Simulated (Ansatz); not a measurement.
Worked example: self-consistent single point of CaSnF4 (P4/mmm, 6 atoms in the cell) in Ansatz (a quantum-chemistry and plane-wave program).

Level of theory: LDA (PW92), PAW files made with PBE (plane waves; Ansatz).

The change in words: lattice scaled by 0.98. Reference geometry:
```
CaSnF4
1.0
    4.00455     0.00000     0.00000
    0.00000     4.00455     0.00000
    0.00000     0.00000     5.78047
Ca Sn F
1 1 4
Direct
  0.00000   0.00000   0.50000
  0.50000   0.50000   0.00000
  0.50000   0.00000   0.26574
  0.50000   0.00000   0.73426
  0.00000   0.50000   0.26574
  0.00000   0.50000   0.73426
```

Reference input (self-consistent single point, DFT, LDA (PW92), plane waves, PAW files made with PBE): basis.ecutwfc = 420 eV; kpoints.mp_grid.grid = 8 8 5; hamiltonian.xc = lda; hamiltonian.pseudopotentials = {kind: paw} (the program's default PAW files); scf.occupations.method = fermi_dirac; scf.occupations.width = 0.01 eV. This run's input differs from it in these lines:

Ansatz 0.2 input:
```diff
@@ -3,12 +3,12 @@
   lattice:
-    - [4.004550, 0.000000, 0.000000]
-    - [0.000000, 4.004550, 0.000000]
-    - [0.000000, 0.000000, 5.780470]
+    - [3.924459, 0.000000, 0.000000]
+    - [0.000000, 3.924459, 0.000000]
+    - [0.000000, 0.000000, 5.664861]
   atoms:
-    - { symbol: Ca, position_ang: [0.000000, 0.000000, 2.890235] }
-    - { symbol: Sn, position_ang: [2.002275, 2.002275, 0.000000] }
-    - { symbol: F, position_ang: [2.002275, 0.000000, 1.536102] }
-    - { symbol: F, position_ang: [2.002275, 0.000000, 4.244368] }
-    - { symbol: F, position_ang: [0.000000, 2.002275, 1.536102] }
-    - { symbol: F, position_ang: [0.000000, 2.002275, 4.244368] }
+    - { symbol: Ca, position_ang: [0.000000, 0.000000, 2.832431] }
+    - { symbol: Sn, position_ang: [1.962230, 1.962230, 0.000000] }
+    - { symbol: F, position_ang: [1.962230, 0.000000, 1.505380] }
+    - { symbol: F, position_ang: [1.962230, 0.000000, 4.159481] }
+    - { symbol: F, position_ang: [0.000000, 1.962230, 1.505380] }
+    - { symbol: F, position_ang: [0.000000, 1.962230, 4.159481] }
 basis:
```

The program printed (abridged):

```
SCF iter   1: F=—  HF=-10840.644562 eV  |F-HF|=—  |Δ(HF+E_count)|=         —  Δρ=1.60e-1  dr2=2.13e1  ethr=3.10e-3  ⟨swp⟩=9.3  Hψ=7695  notcnv=0
all-band conjugate gradients solve this SCF's bands
preconditioner: auto → Resta (q_TF=auto, 2.503 Å⁻¹)
SCF iter   2: F=—  HF=-10835.417246 eV  |F-HF|=—  |Δ(HF+E_count)|=    5.23e0  Δρ=6.31e-2  dr2=2.39e0  ethr=3.10e-3  ⟨swp⟩=3.9  Hψ=3548  notcnv=0  defer=59
   [... lines left out ...]
SCF iter   6: F=—  HF=-10834.627730 eV  |F-HF|=—  |Δ(HF+E_count)|=   7.62e-4  Δρ=3.31e-4  dr2=1.06e-4  ethr=4.50e-6  ⟨swp⟩=3.1  Hψ=2397  notcnv=0  defer=53
SCF iter   7: F=—  HF=-10834.627774 eV  |F-HF|=—  |Δ(HF+E_count)|=   4.36e-5  Δρ=1.13e-4  dr2=1.22e-5  ethr=2.04e-7  ⟨swp⟩=2.0  Hψ=2409  notcnv=0  defer=53
SCF iter   8: F=—  HF=-10834.627778 eV  |F-HF|=—  |Δ(HF+E_count)|=   4.04e-6  Δρ=1.74e-5  dr2=3.36e-7  ethr=2.35e-8  ⟨swp⟩=2.2  Hψ=2214  notcnv=0  defer=53
SCF iter   9: F=-10834.627778 eV  HF=-10834.627778 eV  |F-HF|=1.73e-8  |Δ(HF+E_count)|=   1.27e-7  Δρ=4.58e-6  dr2=2.42e-8  ethr=1.92e-10  ⟨swp⟩=11.6  Hψ=7030  notcnv=0
SCF 1 converged in 9 iterations: F = -10834.627778 eV  dr2 = 2.42e-8
Free energy (F): -10834.627778 eV
Internal energy: -10834.627778 eV  (E = F + TS)
E sigma→0 (E₀):  -10834.627778 eV
Fermi energy:    7.521242 eV
--- Forces (eV/Å), atoms counted from 1 ---
  atom   1  Ca    -0.00000000     0.00000000     0.00000000
  atom   2  Sn     0.00000000    -0.00000000     0.00000000
  atom   3  F      0.00000000     0.00000000     0.02167753
  atom   4  F      0.00000000     0.00000000    -0.02167753
  atom   5  F      0.00000000     0.00000000     0.02167753
  atom   6  F      0.00000000     0.00000000    -0.02167753
--- Stress (GPa, compression-positive) ---
       -2.950184       0.000000       0.000000
        0.000000      -2.950184       0.000000
        0.000000       0.000000      -3.191036
  P = ⅓ Tr σ = -3.0305 GPa (-30.305 kbar)
  The stress holds the Pulay correction. Without it, at fixed plane waves, as pw.x and ABINIT print it: P = -3.5052 GPa
```

The run converged in 9 iterations. Against the reference run the free energy goes down by 29.8 meV/atom, the pressure goes from -7.24 to -3.03 GPa, the largest force goes from 0.027 to 0.022 eV/Å and the gap on the mesh goes from 3.493 to 3.386 eV.

The starting cell comes from a database of computed structures (which also holds hypothetical and non-ambient phases and stackings), without a prior relaxation at this level. For this run, on top of that: lattice scaled by 0.98. With a pressure of about -3 GPa the cell is away from its equilibrium volume at this level. Ansatz's pressure includes its estimate of the finite-basis (Pulay) stress.
